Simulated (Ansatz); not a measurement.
The reference is HfO2 in the CdI2 type structure (space group P-3m1, No. 164; a = 3.2085 Å, c = 4.5149 Å; a hypothetical phase, not in the database extracts checked; layered, stacked along the Cartesian z axis).

Perturbation: a hydrostatic pressure of 9 GPa.

Levels (all Ansatz, a first-principles code, PAW): PBEsol-D3(BJ) (420 eV, no spin-orbit coupling); PBEsol+SOC (420 eV, noncollinear with spin-orbit coupling).

The geometry is relaxed with PBEsol-D3(BJ).

| Quantity | Value |
|---|---|
| PBEsol-D3(BJ) valence-band top at Γ | 0.00, -0.62, -0.62 eV |
| PBEsol-D3(BJ) lowest conduction level above the VBM at special points | M 3.71 eV; K 3.78 eV; A 4.57 eV; L 4.88 eV |
| PBEsol-D3(BJ) hole mass | 0.52 mₑ along c, 2.8 mₑ across (at Γ) |

With PBEsol+SOC at the same geometry, the valence-band top at Γ (three highest Kramers pairs, from the VBM) becomes 0.00, -0.54, -0.70 eV (PBEsol-D3(BJ): 0.00, -0.62, -0.62 eV); the lowest conduction level above the VBM at special points becomes M 3.71 eV; K 3.77 eV; A 4.56 eV; L 4.87 eV (PBEsol-D3(BJ): M 3.71 eV; K 3.78 eV; A 4.57 eV; L 4.88 eV); the hole mass is still 0.52 mₑ along c, 2.8 mₑ across (at Γ).

Single points use the geometry relaxed with PBEsol-D3(BJ). Differences between runs with and without spin-orbit coupling are approximate. With Hf present, leaving out spin-orbit coupling can change the band edges. The levels and masses belong to the bands next to the band gap. Load acts through the strain it causes; cell and atoms are relaxed under it. Effective masses come from finite differences of ±0.01 Å⁻¹. Stability against distortions was not tested. No other phases were tried under pressure.
